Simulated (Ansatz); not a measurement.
The parent structure is BaTiO3 (space group P4mm, No. 99; a = 3.973 Å, c = 4.112 Å).

Method: r2SCAN/PAW in Ansatz (a quantum-chemistry and plane-wave program), no SOC, earlier PAW set.

One change was made to it. Results:

The density grows by 0.556 g/cm³ (5.97 g/cm³ → 6.52 g/cm³); the band gap increases by 0.121 eV, from 2.23 eV to 2.36 eV; the shortest interatomic distance goes up by 0.1287 Å, from 1.822 Å to 1.950 Å.

Name the change that was made.
(A) pressure −2 GPa
(B) pressure 15 GPa
(C) pressure 50 GPa
(D) pressure −1 GPa

B, pressure 15 GPa. For comparison, the band gap in the other runs: pressure −1 GPa gives 2.23 eV; pressure −2 GPa gives 2.22 eV; pressure 50 GPa gives 2.43 eV.

Load acts through the strain it causes; cell and atoms are relaxed under it. Whether these cells are dynamically stable was not tested. Competing high-pressure phases were not computed. All final runs are without spin polarisation. Along this pressure series the structure jumps between pressure 7 GPa and pressure 15 GPa; cells beyond that are another form of it.
